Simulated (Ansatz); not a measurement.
Consider KBr in the rock salt structure (space group Fm-3m, No. 225; a = 6.549 Å).

The values are results of plane-wave PAW DFT at the PBEsol level (Ansatz, an electronic-structure program, 420 eV), without spin-orbit coupling, not measurements.

Before the change:

- Valley order = Γ 4.34 eV; X along ⟨100⟩ 5.72 eV

It is then changed as follows: every lattice vector is stretched by 1.00 %, atoms relaxed at fixed cell.

Problem. What happens to the mean gap deformation potential ΔEg/Δln V and valley order?

Solution. The mean gap deformation potential ΔEg/Δln V amounts to -2.5 eV; the valley order (the lowest conduction-band minima on the path, energy above the VBM, named in the base's zone) changes from Γ 4.34 eV; X along ⟨100⟩ 5.72 eV to Γ 4.27 eV; X along ⟨100⟩ 5.76 eV.

The cells carry an imposed strain or load. Stability against distortions was not tested.
